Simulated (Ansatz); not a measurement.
Calculation: PBE (plane waves to 420 eV, PAW; Ansatz, a quantum-chemistry and plane-wave program).

Planar average of the electrostatic potential across the slab, in eV from the Fermi level, for NH3 on the 1x1 (111) surface of fcc Ni, ferromagnetic, one in a 2x2 cell, started at the site 'bridge Ni-Ni (span 2.5 Å)':

(z (Å), V (eV)): (5.38, 5.07); (5.67, 5.07); (5.95, 5.07); (6.23, 5.07); (6.52, 5.06); (6.80, 5.05); (7.08, 5.03); (7.37, 4.97); (7.65, 4.87); (7.93, 4.64); (8.22, 4.16); (8.50, 3.17); (8.78, 1.04); (9.07, -5.01); (9.35, -14.26); (9.63, -20.24); (9.92, -18.99); (10.20, -11.39); (10.48, -3.00); (10.77, -0.50); (11.05, -4.84); (11.33, -13.79); (11.62, -20.13); (11.90, -19.52); (12.18, -12.33); (12.47, -3.63); (12.75, -0.34); (13.03, -3.56); (13.32, -12.21); (13.60, -19.45); (13.88, -20.15); (14.17, -13.87); (14.45, -4.92); (14.73, -0.52); (15.02, -2.96); (15.30, -10.97); (15.58, -18.52); (15.87, -20.06); (16.15, -14.52); (16.43, -5.63); (16.72, 0.42); (17.00, 2.43); (17.28, 2.57); (17.57, 0.78); (17.85, -1.59); (18.13, -3.83); (18.42, -3.01); (18.70, 0.30); (18.98, 1.45); (19.27, 1.91); (19.55, 2.11); (19.83, 2.21); (20.12, 2.26); (20.40, 2.29); (20.68, 2.30); (20.97, 2.31); (21.25, 2.32); (21.53, 2.32); (21.82, 2.32); (22.10, 2.32); (22.38, 2.33); (22.67, 2.33)

Set-up: 20 atoms, 6.0 Å thick at the start under the adsorbate (thin: gaps and levels are the slab's own); mesh 7x7x1; 0.1 eV smearing; dipole correction on; 8 atoms held, the rest relaxed; no symmetry held; spin-polarised, no spin-orbit, no U, no dispersion correction. At the end it is bonded to Ni. In PBE it is, or lies within 0.03 eV of, the lowest of the starts that converged.

The surface cell has an area of 21.45 Å². What dipole along the normal does the step between the two vacuum levels imply?

the top vacuum level lies 2.75 eV below the bottom one; p = −ε₀ A ΔV (ε₀ = 0.005526 e/(V·Å)) gives 0.33 e·Å a cell.
